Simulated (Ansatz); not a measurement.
Worked calculations on one periodic cell of amorphous Ti20O41Na2: Ti20O41Na2, 63 atoms, volume 777.9 Å³, made by a melt-quench on the CHGNet potential and relaxed with DFT. O atoms were pushed apart under 1.9 Å during the dynamics, to hinder bonds among them. It is a model cell: composition and starting density were chosen by hand, and all elements were melted together. Cycles of charging were run to anneal it. These are PBE, scalar-relativistic without spin-orbit coupling (plane waves to 420 eV, PAW; Ansatz, an electronic-structure program) values and carry that method's errors. Sampling: a 2×2×2 Γ-centred mesh; Fermi-Dirac width 0.02 eV; no spin polarisation. Its volume was held where the quench left it, its shape was free, and it stands at a mean pressure of 2.2 GPa with stress components up to 2.3 GPa; the relaxation ran on the zone centre alone. Its density went from a set 3.54 to 3.54 g/cm³. The cell is small and was quenched far faster than a real film, so it is one sample of the glass.

Four energies for an added electron at PBE on the zone centre alone (charged cells in a uniform background, spin-polarised): neutral at the neutral geometry -76311.152 eV; charged at the neutral geometry -76302.049 eV; charged and relaxed -76302.090 eV; neutral at the charged geometry -76311.100 eV.

Question: Find the two relaxation energies and their sum, the reorganisation energy.

Answer: On charging: -76302.049 − (-76302.090) = 0.041 eV. On discharging: -76311.100 − (-76311.152) = 0.052 eV. The sum is 0.093 eV. The carrier's level spreads over 18 of the 63 atoms' worth, more than a fifth of the atoms or a third of the atoms of its main element (six at least), and the sum is small, so it counts as a band carrier, whose relaxation energy shrinks as the cell grows. PBE's self-interaction favours spread-out carriers, so a hybrid can localise more.

Four energies for a hole at PBE on the zone centre alone (charged cells in a uniform background, spin-polarised): neutral at the neutral geometry -76311.152 eV; charged at the neutral geometry -76317.354 eV; charged and relaxed -76317.583 eV; neutral at the charged geometry -76310.458 eV.

Question: Find the two relaxation energies and their sum, the reorganisation energy.

Answer: On charging: -76317.354 − (-76317.583) = 0.229 eV. On discharging: -76310.458 − (-76311.152) = 0.694 eV. The sum is 0.923 eV. The carrier's level spreads over 3 of the 63 atoms' worth, so it counts as localised, most on one O atom with neighbours Ti 1.84 Å, Ti 1.88 Å, Na 2.44 Å (neutral geometry). The values are uncorrected: the image energy of a point charge in this cell, 2.84 × 14.40 / (2 × 9.2) = 2.2 eV before screening, is screened by electrons alone at the fixed geometry and by ions too after relaxing, and the carrier can be spread before it relaxes, so each term can be off by up to that value times 1/ε∞, some tenths of an eV. PBE's self-interaction favours spread-out carriers, so a hybrid can localise more.
